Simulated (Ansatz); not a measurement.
The parent structure is Hf in the hcp (Mg type) structure (space group P6_3/mmc, No. 194; a = 3.1174 Å, c = 4.9501 Å; relaxed with 0.1 eV smearing). Axes: x lies along a and z along c of the hexagonal cell.

The values are results of DFT with LDA, PAW potentials and a 420 eV plane-wave cutoff in Ansatz (a program for electronic structure), without spin-orbit coupling, not measurements.

Now apply this change: tensor shear ε_xz = +1.43 % (engineering shear γ = 0.0286); the atoms relax in the strained cell.

Task: What happens to the energy relative to the base?

Result: The energy increases by 2.3 meV/atom.

Task: Estimate the effect on the stress.

Result: The stress (xx, yy, zz, yz, xz, xy; compression positive) comes out as (0.0, -0.1, 0.1, 0.0, -1.2, 0.0) GPa.

Stability against distortions was not tested. All final runs are without spin polarisation.
